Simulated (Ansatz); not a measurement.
An Ansatz (a program for electronic structure) run: WSe2 with a change (pressure 0.3 GPa); PBE-D3(BJ) in Ansatz (plane waves to 420 eV, PAW, without spin-orbit coupling).

Input:

Ansatz 0.2 input:
```yaml
crystal:
  lattice:
    - [3.2790594859, 0, 0]
    - [-1.6395297429, 2.8397488153, 0]
    - [0, 0, 12.7860657265]
  atoms:
    - { symbol: W, position: [0.3333333333, 0.6666666667, 0.25] }
    - { symbol: W, position: [0.6666666667, 0.3333333333, 0.75] }
    - { symbol: Se, position: [0.3333333333, 0.6666666667, 0.6182738352] }
    - { symbol: Se, position: [0.6666666667, 0.3333333333, 0.1182738352] }
    - { symbol: Se, position: [0.6666666667, 0.3333333333, 0.3817261648] }
    - { symbol: Se, position: [0.3333333333, 0.6666666667, 0.8817261648] }
basis: { ecutwfc: 420, ecutrho_ratio: 4, xc_grid: 2, fft_grid_basis: typed }
kpoints: { mp_grid: { grid: [12, 12, 3] } }
hamiltonian:
  xc: pbe
  dispersion: d3bj
  pseudopotentials: { kind: paw }
scf: { occupations: { method: fermi_dirac, width: 0.05 } }
relax: { f_tol: 0.01, max_steps: 60, cell: { stress_tol: 0.02, p_target: 0.3 } }
output: { forces: true, stress: true }
checkpoint: { write: state.ck, write_every: 1000 }
```

Output (explanatory and most iteration lines left out):

```
Relaxation: its limit of steps is 60 (relax.max_steps)
Pseudopotential: W, paw, valence charge 14
Pseudopotential: Se, paw, valence charge 16
Crystal: 6 atoms, lattice volume = 119.060 Å³
Basis set: ecut = 420 eV, 2347 PW (Γ), exchange–correlation on 48×48×180 points (8 copies of the dense FFT grid, shifted against one another)
Bands: 56, of which v1, the nominal top of the filled ones, is band 46 counted from 1 (45 counted from 0)
Symmetry: 24 space group operations
Space group: P63/mmc (ITA 194), of the structure as read, at distance tolerance 4.9e-5 Å
k-points: 38 of 432
Functional: x = pbe(κ = 0.804, μ = 0.2195149727645171), c = pbe(β = 0.06672455060314922)
SCF iter   1: F=—  HF=-42651.999288 eV  |F-HF|=—  |Δ(HF+E_count)|=         —  Δρ=4.41e-3  dr2=7.90e-3  ethr=1.77e-3  ⟨swp⟩=6.2  Hψ=7704  notcnv=0  defer=1
SCF iter   2: F=—  HF=-42652.007662 eV  |F-HF|=—  |Δ(HF+E_count)|=   8.37e-3  Δρ=2.56e-3  dr2=1.94e-3  ethr=8.59e-6  ⟨swp⟩=2.0  Hψ=3279  notcnv=0  defer=12
SCF 1 converged in 7 iterations: F = -42652.011876 eV  dr2 = 1.39e-8
relax step   1: F+E_penalty+E_count = -42652.01187598 eV  Δ(F+E_penalty+E_count) = +0.000e0 eV  max|allowed force component| = 6.728e-6 eV/Å  Δτ_max = 0.0000 Å  P = -0.001 GPa  Ω = 119.060 Å³  (7 SCF iters, dr2 threshold 1.00e-7 eV, accepted)
[... steps on the carried basis left out ...]
relax step   6: F+E_penalty+E_count = -42652.01126794 eV  Δ(F+E_penalty+E_count) = +1.257e-4 eV  max|allowed force component| = 1.567e-4 eV/Å  Δτ_max = 0.0000 Å  P = +0.296 GPa  Ω = 118.378 Å³  stress off target by 1.38e-2 GPa  SCF on the basis re-selected at this cell (its energy is not comparable with the rows above)  (5 SCF iters)
SCF converged after 5 iterations
Free energy (F): -42652.011268 eV
Internal energy: -42652.011265 eV  (E = F + TS)
E sigma→0 (E₀):  -42652.011267 eV
Entropy (-TS):   -0.000003 eV (-0.000 meV/atom)
Fermi energy:    13.868389 eV
  E_disp       = -2.871479  (pairwise vdW)
--- Forces (eV/Å), atoms counted from 1 ---
  atom   1  W      0.00000000     0.00000000     0.00000000
  atom   2  W     -0.00000000    -0.00000000    -0.00000000
  atom   3  Se     0.00000000     0.00000000    -0.00015671
  atom   4  Se     0.00000000     0.00000000    -0.00015671
  atom   5  Se    -0.00000000     0.00000000     0.00015671
  atom   6  Se     0.00000000     0.00000000     0.00015671
--- Stress (GPa, compression-positive) ---
        0.301140      -0.000000       0.000000
        0.000000       0.301140       0.000000
        0.000000       0.000000       0.286200
  P = ⅓ Tr σ = 0.2962 GPa (2.962 kbar)
--- Relaxed structure (5 steps of the walk, 3 accepted, 1 SCFs on fresh bases) ---
  cell:  # Å, volume = 118.3777 Å³
    - [3.2756114083619963, -2.8837214229270973e-11, -1.7116165059391864e-34]
    - [-1.6378057041560243, 2.83676269258203, 6.043870067677014e-34]
    - [3.3370607085612556e-34, 2.3359424959928785e-33, 12.739559816385793]
  atoms:
    - { symbol: W, position: [0.3333333333333333, 0.6666666666666669, 0.25] }
    - { symbol: W, position: [0.6666666666666666, 0.33333333333333337, 0.7500000000000001] }
    - { symbol: Se, position: [0.3333333333333333, 0.6666666666666669, 0.6177542782409701] }
    - { symbol: Se, position: [0.6666666666666666, 0.33333333333333337, 0.11775427824096987] }
    - { symbol: Se, position: [0.6666666666666666, 0.33333333333333337, 0.38224572175903004] }
    - { symbol: Se, position: [0.3333333333333333, 0.6666666666666669, 0.8822457217590302] }
```

With W present, leaving out spin-orbit coupling can change the band edges. Load acts through the strain it causes; cell and atoms are relaxed under it. No phonon test of stability was made. The cell was made from WSe$_{2}$ in the 2H-MoS2 type structure (space group P6_3/mmc, No. 194; layered, stacked along the Cartesian z axis) by this change: pressure 0.3 GPa.
